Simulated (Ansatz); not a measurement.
The parent structure is HfO2 (space group P4_2/nmc, No. 137; a = 3.5671 Å, c = 5.1660 Å). Axes: x, y, z lie along a, b, c of the conventional cell.

It is then changed as follows: uniaxial strain ε_yy = −1.25 %, all other strain components held at zero; the atoms relax in the strained cell.

Levels (all Ansatz, a program for electronic structure, PAW): PBEsol (420 eV, no spin-orbit coupling); r2SCAN (500 eV, no spin-orbit coupling); HSE06 (420 eV, no spin-orbit coupling).

At the geometry relaxed with PBEsol, these levels gave the following band gaps, in shuffled order: (a) 4.55 eV, (b) 5.21 eV, (c) 6.33 eV.

Match each gap to its level.

(a) PBEsol; (b) r2SCAN; (c) HSE06.

Single points use the geometry relaxed with PBEsol. The hybrid gap comes from the SCF mesh plus the semilocal run's edge points and a few special points and is an upper bound. With Hf present, leaving out spin-orbit coupling can change the band edges. Whether these cells are dynamically stable was not tested. This is not the structure that HfO2 has at room temperature and ambient pressure.
